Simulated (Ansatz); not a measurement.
## tetragonal MoSi2 (1 1 0) on silicon (0 0 1), As on 3 of 6 substrate sites at each interface (film strained to the substrate, started from cuts of the bulks and a machine-learned relaxation; slabs Si66As6 and Mo20Si40, which can lie off the formulas)

A periodic stack without vacuum, tetragonal MoSi2 (1 1 0) on silicon (0 0 1), As on 3 of 6 substrate sites at each interface (film strained to the substrate, started from cuts of the bulks and a machine-learned relaxation; slabs Si66As6 and Mo20Si40, which can lie off the formulas): substrate slab Si66As6, film Mo20Si40, surface cells [[2, 0], [2, 3]] and [[2, 1], [-1, 2]], film strained by -1.7 and +2.0 %, outermost planes Si/Si and MoSi/MoSi as cut, which need not be the usual terminations and can put a slab off its formula.

The start was prepared with a machine-learned potential, and the result is one local minimum, with the in-plane cell held and forces under 0.04 eV/Å; the film can end far from its bulk form.

Calculation: PBE (plane waves to 420 eV, PAW; Ansatz, a first-principles code). Scalar-relativistic, without spin–orbit coupling; the runs are not spin-polarised; PBE gaps are too small against experiment. Its k-point mesh 4×3×1, Fermi–Dirac width 0.05 eV.

The interface area comes out as 89.8 Å² and the period is 26.29 Å. The heights between the nearest atoms of the two slabs at the two interfaces comes out as 1.81 and 1.89 Å and the As–Mo contacts across the interfaces within 1.22 times the sum of covalent radii is 7, mean 2.73 Å. The Mo–Si contacts across the interfaces within 1.22 times the sum of covalent radii is 6, mean 2.52 Å. The Si–Si contacts across the interfaces within 1.22 times the sum of covalent radii comes out as 5, mean 2.58 Å and the As–Si contacts across the interfaces within 1.22 times the sum of covalent radii is 4, mean 2.55 Å. The hole barrier (PBE) is 0.44 eV. The electron barrier (PBE) is 0.17 eV.

```xyz
132
Lattice="7.7354 0.0000 0.0775 -3.8676 11.6036 -0.0392 3.1653 0.3218 26.3248" Properties=species:S:1:pos:R:3 pbc="T T T"
Si     4.2376    11.5007     2.5171
Si     0.4460    11.4635     2.4757
Si     0.3150     3.9069     2.3634
Si     4.0668     3.7890     2.4760
Si     0.3056     7.8703     2.5281
Si     4.3311     7.8384     2.5504
As    -1.5117    10.9147     1.1694
Si     2.3811    10.9522     1.1138
Si     2.2378     4.0966     0.9816
As     6.0229     3.7472     1.0981
As     2.3383     8.4878     1.3099
Si    -1.5217     8.2736     1.0788
Si     6.1259     1.9157     5.1821
Si     2.2328     1.8914     5.1603
Si     6.1268     5.8149     5.1929
Si     2.2677     5.8052     5.1643
Si    -1.5842     9.6885     5.2965
Si     2.2980     9.6673     5.3441
Si     0.3274     1.9305     3.7179
Si     4.1829     1.8576     3.8103
Si     0.3513     5.8305     3.7561
Si     4.2008     5.7941     3.7794
Si     0.3860     9.6833     4.0041
Si     4.2314     9.6778     4.0147
Si     4.1525    11.6367     8.0062
Si     0.3085    11.6425     7.9491
Si     0.3076     3.8497     7.8844
Si     4.1637     3.8480     7.9203
Si     0.3113     7.7055     7.9496
Si     4.1808     7.7081     7.9815
Si    -1.6352    11.6392     6.5995
Si     2.2553    11.6507     6.6064
Si     2.2494     3.8442     6.5132
Si     6.1177     3.8597     6.5590
Si     2.2609     7.6908     6.6122
Si     6.1266     7.7046     6.6403
Si     6.0768     1.9456    10.7598
Si     2.2095     1.9470    10.7226
Si     6.0727     5.7489    10.6830
Si     2.2249     5.7879    10.6825
Si    -1.6637     9.6945    10.5870
Si     2.2109     9.6657    10.6976
Si     8.0245     1.9583     9.4066
Si     4.1573     1.9562     9.3644
Si     0.3022     5.7596     9.2901
Si     4.1552     5.7650     9.3121
Si     0.3039     9.6787     9.2785
Si     4.1377     9.6701     9.3174
Si     4.1419    11.6139    13.4869
Si     0.2503    11.5532    13.4168
Si     8.0076     3.9248    13.4926
Si     4.1376     3.8384    13.5022
Si     0.1281     7.7199    13.3140
Si     4.1645     7.7227    13.3698
Si    -1.6695    11.5811    12.0197
Si     2.2148    11.5951    12.0821
Si     2.2261     3.8851    12.0867
Si     6.0704     3.8756    12.1293
Si     2.1697     7.7255    12.0620
Si     6.0301     7.7301    11.9488
As     6.1913     1.7924    16.1588
Si     2.2662     1.8678    16.2510
Si     5.9274     6.0100    16.3633
As     2.0991     6.4253    15.9857
As     5.9295     9.6242    16.3361
Si     2.0887     9.0505    16.0940
Si     8.1567     2.0107    14.8286
Si     4.1630     1.8606    14.8359
Si     0.0853     5.8651    14.7613
Si     4.1329     5.8279    14.7880
Si     0.2156     9.5838    14.7462
Si     4.0008     9.6149    14.7838
Mo     5.8088     3.0469    18.3696
Mo     5.8063     7.6533    18.3503
Mo     1.9266     0.5430    18.3205
Mo     1.9467     5.3503    18.3898
Mo     1.9322     9.8664    18.4601
Mo     5.7832     0.6660    20.6110
Mo     5.7847     5.3100    20.6060
Mo     5.7804     9.9259    20.6288
Mo     1.9192     2.9519    20.5411
Mo     1.9133     7.6023    20.6415
Mo     1.8855     9.9417    22.8520
Mo     5.7522     2.9813    22.9094
Mo     5.7582     7.6181    22.8902
Mo     9.6210     0.6363    22.9357
Mo     1.8855     5.2739    22.8737
Mo     1.8727     7.6803    25.0665
Mo     5.7228     0.6106    25.1090
Mo     5.7376     5.3216    25.0819
Mo     5.7219     9.9176    25.2083
Mo     1.8675     2.9196    25.0796
Si     8.3889     2.9713    18.3877
Si     0.6535     7.6103    18.3922
Si     4.5094     0.6089    18.3720
Si     4.4943     5.2954    18.3743
Si     4.4312     9.9148    18.4731
Si     7.1492     5.2721    18.3903
Si    -0.5484     9.9262    18.4300
Si     3.2309     3.0455    18.2156
Si     3.2251     7.6207    18.4285
Si     7.0522     0.5289    18.1815
Si     8.3567     0.6527    20.6181
Si     0.6423     5.2983    20.5874
Si     0.6363     9.9278    20.6402
Si     4.4978     2.9633    20.5735
Si     4.5111     7.6074    20.6240
Si     7.0551     2.9668    20.6105
Si     7.0541     7.6070    20.6464
Si     3.1875     0.6502    20.5812
Si     3.1879     5.2923    20.6176
Si     3.1844     9.9348    20.6556
Si     4.4901     9.9338    22.9276
Si     8.3481     2.9711    22.9445
Si     0.6108     7.6074    22.8758
Si     4.4769     0.6535    22.8866
Si     4.4736     5.2885    22.8914
Si     7.0383     0.6480    22.9264
Si     7.0562     5.2870    22.9301
Si    -0.7204     9.9329    22.8691
Si     3.1787     2.9686    22.9071
Si     3.1776     7.6178    22.8975
Si     4.4463     7.5531    25.1865
Si     8.3047     0.7045    25.2638
Si     8.3552     5.4066    25.4450
Si     0.5605     9.9312    25.0664
Si     4.4702     2.9201    25.2843
Si     3.1493     9.9421    25.0848
Si     7.0051     2.9441    25.1733
Si     7.0203     7.5631    25.1727
Si     3.1475     0.7004    25.1444
Si     3.1567     5.3379    25.1109
```
